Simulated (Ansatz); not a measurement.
# BAs, response to strain

Consider BAs in the zinc blende structure (space group F-43m, No. 216).

```
CELL_PARAMETERS angstrom
      0.00000     2.36609     2.36609
      2.36609     0.00000     2.36609
      2.36609     2.36609     0.00000
ATOMIC_POSITIONS crystal
  B  0.00000 0.00000 0.00000
  As 0.25000 0.25000 0.25000
```

Cartesian axes are those of the cell as printed.

Strains are applied to the cell and any free atomic positions relax; under biaxial strain the out-of-plane vector relaxes too.

All numbers come from Kohn–Sham DFT with the LDA functional, run in Ansatz (a program for electronic structure) with PAW and 420 eV plane waves, spin-orbit coupling left out.

| biaxial strain, plane normal [111], relaxed out of plane (%) | out-of-plane strain (%) |
|---|---|
| 0 | 0.00 |
| 0.42 | -0.10 |
| 0.83 | -0.20 |
| 1.25 | -0.30 |
| 1.67 | -0.39 |
| 2.08 | ? |
| 2.5 | -0.57 |

Problem. Fit ε⊥ = −νε + γε² (strains in %) to the rows shown and predict the withheld row.

Solution. Least squares on the printed values gives ν = 0.25 (the biaxial Poisson response) and γ = 0.008 (largest residual 0.00 %); this predicts -0.48 %, and the run gives -0.48 %, in agreement.

Whether these cells are dynamically stable was not tested.
